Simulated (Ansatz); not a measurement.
## Converging the plane-wave cutoff: LaBPd3 (P4mm, 5 atoms in the cell)

```
LaBPd3
1.0
    4.39533     0.00000     0.00000
    0.00000     4.39533     0.00000
    0.00000     0.00000     4.39533
La B Pd
1 1 3
Direct
  0.00000   0.00000   0.01138
  0.50000   0.50000   0.50000
  0.00000   0.50000   0.50000
  0.50000   0.00000   0.50000
  0.50000   0.50000   0.00000
```

Method of the run: PBEsol, default PAW files made with PBE (plane waves; Ansatz, an electronic-structure program).

Base settings: basis.ecutwfc = 420 eV; kpoints.mp_grid.grid = 7 7 7; hamiltonian.xc = pbesol; hamiltonian.pseudopotentials = {kind: paw} (the program's default PAW files); scf.occupations.method = fermi_dirac; scf.occupations.width = 0.1 eV.

The second cell is the first with its lattice scaled by 0.98.

The mesh stays at the base's, so the ladder's end is converged at best in this setting alone.

The first pressure column holds Ansatz's estimate of the finite-basis (Pulay) stress, which hides part of the cutoff error; the other is without it.

Only quantities that move along the ladder and can be compared are tabulated.

The count of work is k-points × plane waves × bands × iterations; it is no time. 

The starting cell comes from a database of computed structures (which also holds hypothetical and non-ambient phases and stackings), without a prior relaxation at this level. Its lattice was rescaled by up to half a per cent. One atom was moved a little off its site on purpose. Spin polarisation is off. In the base run, with a pressure of about -4 GPa the cell is away from its equilibrium volume at this level.

```tsv
basis.ecutwfc	free energy less the last step's (meV/atom)	energy of the compressed cell less the first (meV/atom)	pressure (GPa)	pressure without the Pulay estimate (GPa)	largest difference of a force vector from the last step's (eV/Å)	count of work / last
145 eV	43210.40	-394.36	-30.42	-1207.95	0.854	0.092
170 eV	20016.64	-50.23	-0.43	-682.08	0.357	0.094
190 eV	10298.42	151.89	11.95	-411.94	0.108	0.10
210 eV	5156.63	-36.40	0.25	-241.53	0.155	0.11
230 eV	2523.92	-53.99	-6.51	-138.45	0.068	0.13
250 eV	1200.12	-8.73	-6.49	-77.54	0.009	0.14
295 eV	189.73	-3.18	-4.21	-20.05	0.010	0.15
335 eV	25.70	-0.19	-4.16	-7.07	0.002	0.20
380 eV	3.35	-1.37	-4.32	-4.53	0.000	0.22
420 eV	1.87	-1.48	-4.33	-4.38	0.000	0.27
460 eV	1.20	-1.53	-4.34	-4.38	0.000	0.31
505 eV	0.69	-1.53	-4.34	-4.36	0.000	0.34
565 eV	0.53	-1.56	-4.34	-4.35	0.000	0.41
630 eV	0.37	-1.57	-4.35	-4.36	0.000	0.48
735 eV	0.13	-1.59	-4.35	-4.35	0.000	0.63
840 eV	0.07	-1.60	-4.35	-4.35	0.000	0.76
1010 eV	0.00	-1.60	-4.35	-4.35	0.000	1.0
```

Coarsest basis.ecutwfc that holds the pressure within 0.1 GPa of the last step, with all finer ones: 380 eV, at 0.22 of the last step's count of work; the step before is off by 0.19 GPa.

Coarsest basis.ecutwfc that holds the energy of the compressed cell less the first within 0.2 meV/atom of the last step, with all finer ones: 420 eV, at 0.27 of the last step's count of work; the step before is off by 0.23 meV/atom.

Coarsest basis.ecutwfc that holds the forces within 0.005 eV/Å of the last step, with all finer ones: 335 eV, at 0.20 of the last step's count of work; the step before is off by 0.010 eV/Å.

The energy difference between the two cells stays within 1 meV/atom of the last step's from 380 eV on, the total only from 505 eV on: much of the error is common to both cells and cancels.

At the lowest cutoff the pressure without the Pulay estimate lies 1200 GPa under the last step's, the usual sign of Pulay stress in an incomplete plane-wave basis.

Keys are those of Ansatz 0.2.
